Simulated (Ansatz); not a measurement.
## Short convergence ladders for CaMg (Pmm2, 4 atoms in the cell)

```xyz
4
Lattice="5.6909 0.0000 0.0000 0.0000 3.9092 0.0000 0.0000 0.0000 5.7126" Properties=species:S:1:pos:R:3 pbc="T T T"
Ca     4.2682     1.9546     4.3084
Ca     1.4227     1.9546     1.4543
Mg     4.2682     0.0000     1.3841
Mg     1.4227     0.0000     4.3285
```

Base method: LDA (PW92), default PAW files made with PBE (plane waves; Ansatz, an electronic-structure program).

Base settings: basis.ecutwfc = 30.9 Ry; kpoints.mp_grid.grid = 6 9 6; hamiltonian.xc = lda; hamiltonian.pseudopotentials = {kind: paw} (the program's default PAW files); scf.occupations.method = fermi_dirac; scf.occupations.width = 0.0073 Ry.

The count of work is k-points × plane waves × bands × iterations; it is no time. Core times come from one kind of shared machine, to one figure; runs under 30 s give none.

**The k-point mesh at a smearing width of 0.02 eV**

In this ladder: scf.occupations.width = 0.0015 Ry.

Only quantities that move along the ladder and can be compared are tabulated.

```tsv
kpoints.mp_grid.grid	free energy less the last step's (meV/atom)	pressure (GPa)	largest difference of a force vector from the last step's (eV/Å)	count of work / last	core time / last (rough)
2 3 2	136.79	-2.32	0.084	0.015	–
3 4 3	19.68	-2.41	0.006	0.017	–
4 5 4	4.85	-2.40	0.003	0.038	–
5 6 5	0.15	-2.36	0.008	0.051	–
5 8 5	1.20	-2.38	0.001	0.064	–
8 11 8	0.06	-2.38	0.003	0.21	0.2
11 16 11	-0.14	-2.38	0.001	0.46	0.5
14 20 14	0.00	-2.38	0.000	1.0	1
```

Coarsest kpoints.mp_grid.grid that holds the pressure within 0.05 GPa of the last step, with all finer ones: 3 4 3, at 0.017 of the last step's count of work; the step before is off by 0.07 GPa.

Coarsest kpoints.mp_grid.grid that holds the free energy within 1 meV/atom of the last step, with all finer ones: 8 11 8, at 0.21 of the last step's count of work and about 0.2 of the last step's time; the step before is off by 1.2 meV/atom.

Coarsest kpoints.mp_grid.grid that holds the forces within 0.005 eV/Å of the last step, with all finer ones: 5 8 5, at 0.064 of the last step's count of work; the step before is off by 0.008 eV/Å.

**The width of Fermi-Dirac smearing**

In this ladder: kpoints.mp_grid.grid = 10 15 10.

Narrow widths need finer meshes than wide ones, so the last steps can hold mesh noise.

Only quantities that move along the ladder and can be compared are tabulated; pressure and forces are left out, as mesh noise rules them at narrow widths.

| scf.occupations.width | free energy less the last step's (meV/atom) | energy extrapolated to zero width less the last step's (meV/atom) | core time / last (rough) |
|---|---|---|---|
| 0.0735 Ry | -1186.11 | -70.00 | 2 |
| 0.0367 Ry | -314.02 | -16.21 | 1 |
| 0.022 Ry | -117.09 | -6.85 | 1 |
| 0.0147 Ry | -52.48 | -2.45 | 1 |
| 0.0073 Ry | -10.68 | -0.19 | 1 |
| 0.0037 Ry | 0.00 | 0.00 | 1 |

Widest scf.occupations.width that holds the energy extrapolated to zero width within 0.5 meV/atom of the last step, with all finer ones: 0.0073 Ry; the step before is off by 2.5 meV/atom.

Widest scf.occupations.width that holds the free energy within 5 meV/atom: not settled: the last two steps still differ by 11 meV/atom, over half the tolerance, so the ladder does not show it.

The extrapolation to zero width removes most of the smearing's effect on the energy.

**The width of cold smearing**

In this ladder: kpoints.mp_grid.grid = 10 15 10; scf.occupations.method = cold.

Narrow widths need finer meshes than wide ones, so the last steps can hold mesh noise.

Only quantities that move along the ladder and can be compared are tabulated; pressure and forces are left out, as mesh noise rules them at narrow widths.

| scf.occupations.width | free energy less the last step's (meV/atom) | core time / last (rough) |
|---|---|---|
| 0.0735 Ry | -31.64 | 1 |
| 0.0367 Ry | -3.43 | 1 |
| 0.022 Ry | 0.17 | 1 |
| 0.0147 Ry | 0.35 | 1.0 |
| 0.0073 Ry | -0.03 | 1.0 |
| 0.0037 Ry | 0.00 | 1 |

Widest scf.occupations.width that holds the free energy within 0.5 meV/atom of the last step, with all finer ones: 0.022 Ry; the step before is off by 3.4 meV/atom.

On the base run: the starting cell comes from a database of computed structures (which also holds hypothetical and non-ambient phases and stackings), without a prior relaxation at this level. Its lattice was rescaled by up to half a per cent. One atom was moved a little off its site on purpose. Ansatz's pressure includes its estimate of the finite-basis (Pulay) stress.

Left out of this page: 4 runs of the series outside the window shown, repeating another row's setting, or not comparable.

Keys are those of Ansatz 0.2.
